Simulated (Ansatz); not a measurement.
The starting structures come from a database of crystals and need not be the phases stable at ambient conditions.

By LDA and PBEsol, the system below comes out a metal.

Given:

```
CELL_PARAMETERS angstrom
      3.24126     0.00000     0.00000
     -1.08042     3.05589     0.00000
      1.08042     1.52794     2.64647
ATOMIC_POSITIONS crystal
  Sb 0.00000 0.00000 0.00000
```

Space group of this cell: Im-3m, bcc (W type). The cell is taken as given; by PBEsol its mean pressure is -0.6 GPa.

The current runs along the normal of the first two printed vectors, the (110) plane. All runs by Ansatz (an electronic-structure program), plane waves and PAW, without spin-orbit coupling; the base is PBEsol.

```csv
run,mean pressure (GPa),"G/A, both spins (10¹⁵ S/m²)"
base,-0.6,1.35
all lengths scaled by 0.98,4.0,1.42
all lengths scaled by 1.02,-4.2,?
lda in place of pbesol,-1.9,1.35
"lengths across the current scaled by 0.98, ions clamped",2.3,?
"lengths across the current scaled by 1.02, ions clamped",-3.1,1.32
"lengths along the current scaled by 0.97, ions clamped",1.5,?
"lengths along the current scaled by 1.03, ions clamped",-2.4,1.31
```

Some entries are withheld; supply them.


- all lengths scaled by 1.02, G/A, both spins (10¹⁵ S/m²): 1.29
- lengths across the current scaled by 0.98, ions clamped, G/A, both spins (10¹⁵ S/m²): 1.38
- lengths along the current scaled by 0.97, ions clamped, G/A, both spins (10¹⁵ S/m²): 1.40
